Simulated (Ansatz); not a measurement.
Defect migration in bcc Mo: Zr-vacancy pair (Zr on one host Mo site, one Mo site vacant), neutral cell. These are PBE, PAW (plane waves to 420 eV; Ansatz, a first-principles code) values and carry that method's errors.

Settings: 36 host sites, the relaxed PBE lattice, a 2×2×3 k-point mesh shifted by half a step, smearing 0.10 eV, spin-restricted, no image-charge correction. Static, classical nuclei. Forms of the defect that were not tried may lie lower.

Barriers: single points on a 3×3×5 k-point mesh shifted by half a step at the bands' geometries (they differ from the bands' own by up to 0.18 eV, and are uncertain by about as much).

The step: the Zr atom itself jumps into the vacancy (Zr-vacancy distance between ideal sites 2.74 Å throughout); the atom moves 2.33 Å along (0.43, 0.43, 0.42) of the unit cell; the moving atom starts with neighbours 2 Mo at 2.75, Mo at 2.78, 3 Mo at 2.84, Mo at 2.95, 3 Mo at 3.09, Mo at 3.24, 2 Mo at 3.26 Å and ends with 2 Mo at 2.75, Mo at 2.78, 3 Mo at 2.84, Mo at 2.95, 3 Mo at 3.09, Mo at 3.24, 2 Mo at 3.26 Å.

Problem. Predict the migration barrier of this step from PBE, PAW.

Solution. 551 meV, the same both ways. At the saddle the moving atom has neighbours 4 Mo at 2.75, 2 Mo at 2.80, 2 Mo at 3.40, 4 Mo at 3.41 Å. The saddle point's order was not checked, and it lies on a symmetry element of the cell, where a band can be held.
